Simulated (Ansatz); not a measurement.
The parent structure is Lu in the hcp (Mg type) structure (space group P6_3/mmc, No. 194; a = 3.4450 Å, c = 5.3487 Å).

All numbers come from Ansatz (a first-principles code), PBEsol, PAW, cutoff 420 eV, no SOC, earlier PAW set.

One change was made to it. Results:

```
quantity                              base       after
-----------------------------  -----------  ----------
density                        10.57 g/cm³  3.16 g/cm³
c/a ratio                            1.553       1.552
shortest interatomic distance      3.333 Å     3.169 Å
```

Problem. Which change produced these results?
A. Lu → Gd
B. Lu → Sr
C. Lu → Sc

Solution. C, Lu → Sc. For comparison, the c/a ratio in the other runs: Lu → Sr gives 1.643; Lu → Gd gives 1.597.

The magnetic state is the one reached from the starting moments; the real material's order can differ, and small cells can't hold many antiferromagnetic ones. The state of the 4f shell was not checked for lower solutions. Stability against distortions was not tested. Spin-polarised in the final run: Gd; the other runs are not. This is not the structure that Sr has at room temperature and ambient pressure.
